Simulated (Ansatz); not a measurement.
OH on the 1x1 (111) surface of fcc Al, one in a 2x2 cell, energies for each (28.3 Å²). Energies are against H2O(g) − ½ H2(g), without zero-point or thermal terms; each row is named by its start.

All values below come from PBE (plane waves to 420 eV, PAW; Ansatz, an electronic-structure program).

Slab: 18 atoms, 7.0 Å thick at the start under the adsorbate (thin: gaps and levels are the slab's own); k 6x6x1, smearing 0.1 eV, dipole-corrected; 8 atoms held, the rest relaxed; each run with such symmetry as its start has; spin-polarised, no spin-orbit, no U, no dispersion correction.

A negative adsorption energy means that the adsorbate is more stable on the surface than in its reference. Heights count from the host atoms within 0.3 Å of the top one.

| starting site | E_ads (eV) | height (Å) | nearest host atom (Å) | bonded to | Δ work function (eV) | lateral drift (Å) | moment (μB) |
|---|---|---|---|---|---|---|---|
| top Al | -0.66 | 1.74 | Al 1.75 | Al | 0.38 | 0.2 | 0.0 |
| hollow Al-Al-Al over Al at depth 2.3 Å | -0.73 | 1.45 | Al 1.95 | 2 Al | -0.75 | 0.9 | 0.0 |
| hollow Al-Al-Al over Al at depth 4.6 Å | -0.66 | 1.16 | Al 2.06 | 3 Al | -1.41 | 0.0 | 0.0 |
| bridge Al-Al (span 2.9 Å) | -0.73 | 1.46 | Al 1.95 | 2 Al | -0.74 | 0.1 | 0.0 |
